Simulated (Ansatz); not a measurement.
Take Li in the bcc (W type) structure (space group Im-3m, No. 229; a = 3.434 Å; relaxed with 0.1 eV smearing) as the base.

The values are results of PBEsol, PAW, 420 eV (Ansatz, a program for electronic structure; spin-orbit coupling left out), not measurements.

For the base:

| Property | Result |
|---|---|
| Pressure | 0.0 GPa |

Modification: an isotropic linear strain of +0.50 %; the atoms relax in the strained cell.

Question: Estimate the effect on the energy relative to the base and pressure.

Answer: The energy is nearly the same; the pressure goes from zero to -0.2 GPa.

Stability against distortions was not tested.
